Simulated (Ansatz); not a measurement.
Alloy series in LaRu2P2

Base system: LaRu$_{2}$P$_{2}$ (space group I4/mmm, No. 139; a cell from a computed database, its experimental status unchecked).

```yaml
crystal:
  lattice:
    - [-2.00679, 2.00679, 5.30089]
    - [2.00679, -2.00679, 5.30089]
    - [2.00679, 2.00679, -5.30089]
  atoms:
    - { symbol: La, position: [0.00000, 0.00000, 0.00000] }
    - { symbol: P, position: [0.64085, 0.64085, 0.00000] }
    - { symbol: P, position: [0.35915, 0.35915, 0.00000] }
    - { symbol: Ru, position: [0.75000, 0.25000, 0.50000] }
    - { symbol: Ru, position: [0.25000, 0.75000, 0.50000] }
```

The other end (x = 1) is LaRu2Si2 (space group I4/mmm, No. 139; a model cell): 17.37 Å³/atom, gap zero.

Si replaces a fraction x of P; each row is one arrangement (x, atoms in the cell, starting space group or random), fully relaxed.

Method: PBEsol/PAW in Ansatz (an electronic-structure program), without spin-orbit coupling.

Notes on the quantities. mixing energy: to 0.01 eV only: unlike meshes or grids.

```tsv
case	mixing energy	shortest interatomic distance
base	–	2.317 Å
x(Si) = 0.25, 10 atoms, Amm2	-0.02 eV/atom	2.320 Å
x(Si) = 0.5, 10 atoms, Cmcm	-0.03 eV/atom	2.337 Å
x(Si) = 0.5, 5 atoms, I4mm	-0.04 eV/atom	2.336 Å
```

Each cell is one ordered arrangement of few atoms, which overstates ordering effects compared with a random alloy. Stability against distortions was not tested. All final runs are without spin polarisation. An odd electron count without spin: La2Ru4SiP3, LaRu2P2 and LaRu2Si2.
